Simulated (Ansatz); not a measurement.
MgO: response to strain

Start from MgO in the rock salt structure (space group Fm-3m, No. 225; a = 4.2141 Å). Axes: x, y, z lie along the cube axes.

Strains are applied to the cell and any free atomic positions relax; under biaxial strain the out-of-plane vector relaxes too.

Calculations: PBEsol (Ansatz, a first-principles code), without spin-orbit coupling.

Notes on the quantities. pressure: mean of the normal stresses, compression positive; energy relative to the base: free energy F.

| change | out-of-plane strain | band gap | pressure | energy relative to the base |
|---|---|---|---|---|
| base | – | 4.62 eV | 0.01 GPa | 0 meV/atom |
| biaxial strain −2.50 %, plane normal [111], relaxed out of plane | ___ | 4.92 eV | 7.22 GPa | +15 meV/atom |
| biaxial strain −2.08 %, plane normal [111], relaxed out of plane | +0.73 % | 4.87 eV | 5.90 GPa | +10 meV/atom |
| biaxial strain −1.25 %, plane normal [111], relaxed out of plane | +0.44 % | 4.77 eV | 3.42 GPa | ___ |
| biaxial strain −0.83 %, plane normal [111], relaxed out of plane | +0.29 % | 4.72 eV | 2.24 GPa | +1.6 meV/atom |
| biaxial strain −0.42 %, plane normal [111], relaxed out of plane | +0.15 % | 4.67 eV | 1.11 GPa | +0.4 meV/atom |
| biaxial strain +0.42 %, plane normal [111], relaxed out of plane | -0.15 % | 4.53 eV | -1.07 GPa | +0.4 meV/atom |
| biaxial strain +1.25 %, plane normal [111], relaxed out of plane | -0.44 % | 4.34 eV | -3.08 GPa | +3.5 meV/atom |
| biaxial strain +2.08 %, plane normal [111], relaxed out of plane | -0.73 % | 4.16 eV | -4.95 GPa | +9.4 meV/atom |
| biaxial strain +2.50 %, plane normal [111], relaxed out of plane | -0.88 % | ___ | -5.85 GPa | ___ |

Task: Complete the table.

Result: 
- biaxial strain −2.50 %, plane normal [111], relaxed out of plane, out-of-plane strain: +0.87 %
- biaxial strain −1.25 %, plane normal [111], relaxed out of plane, energy relative to the base: +3.7 meV/atom
- biaxial strain +2.50 %, plane normal [111], relaxed out of plane, band gap: 4.07 eV
- biaxial strain +2.50 %, plane normal [111], relaxed out of plane, energy relative to the base: +13 meV/atom

Whether these cells are dynamically stable was not tested.
